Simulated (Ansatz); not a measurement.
Consider SnTe in the rock salt structure (space group Fm-3m, No. 225; a = 6.370 Å). Axes: x, y, z lie along the cube axes.

One thing is altered: tensile biaxial strain of 0.19 % in the plane normal to [110], as in epitaxy on a mismatched substrate; the out-of-plane cell vector and the atoms relax.

Levels (all Ansatz, a quantum-chemistry and plane-wave program, PAW): r2SCAN (500 eV, without spin-orbit coupling); HSE06 (420 eV, without spin-orbit coupling).

The geometry is relaxed with r2SCAN.

| Property | Result |
|---|---|
| r2SCAN lowest conduction level above the VBM at special points | R 0.12 eV; S 0.14 eV; W 0.83 eV; Γ 3.33 eV |

With HSE06 at the same geometry, the lowest conduction level above the VBM at special points becomes R 0.23 eV; S 0.25 eV; W 1.08 eV; Γ 3.75 eV (r2SCAN: R 0.12 eV; S 0.14 eV; W 0.83 eV; Γ 3.33 eV).

A biaxial case was relaxed in a doubled cell and then solved in the primitive one. Single points use the geometry relaxed with r2SCAN. The hybrid gap comes from the SCF mesh plus the semilocal run's edge points and a few special points and is an upper bound. The levels and masses belong to the bands next to the band gap. Stability against distortions was not tested. k-point labels follow each cell's own Brillouin zone.
